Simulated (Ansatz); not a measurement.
The starting structures come from a database of crystals and need not be the phases stable at ambient conditions.

Inside the gap of an insulator the Bloch states are evanescent, with a wavenumber k + iκ along the transport direction.

Given:

```yaml
crystal:
  lattice:
    - [4.95458, 0.00000, 0.00000]
    - [0.00000, 7.31134, 0.00000]
    - [2.47729, 3.65567, 2.47729]
  atoms:
    - { symbol: Si, position: [0.00000, 0.00000, 0.00000] }
    - { symbol: Si, position: [0.50000, 0.75000, 0.00000] }
    - { symbol: O, position: [0.65321, 0.77821, 0.19358] }
    - { symbol: O, position: [0.84679, 0.87500, 0.50000] }
    - { symbol: O, position: [0.34679, 0.97179, 0.80642] }
    - { symbol: O, position: [0.15321, 0.37500, 0.50000] }
```

Space group of this cell: I-42d. The cell is taken as given.

Transport runs along the normal of the first two printed cell vectors, the (100) plane of the conventional cell.

No gap correction and no spin-orbit coupling; mid-gap values are interpolated between computed energies.

### Question
State the band gap and the smallest decay constant κ at mid-gap according to Ansatz (a program for electronic structure) with r2SCAN.

### Answer
Gap 6.55 eV on a 12×12×12 mesh; κ = 0.544 1/Å, at the zone centre.
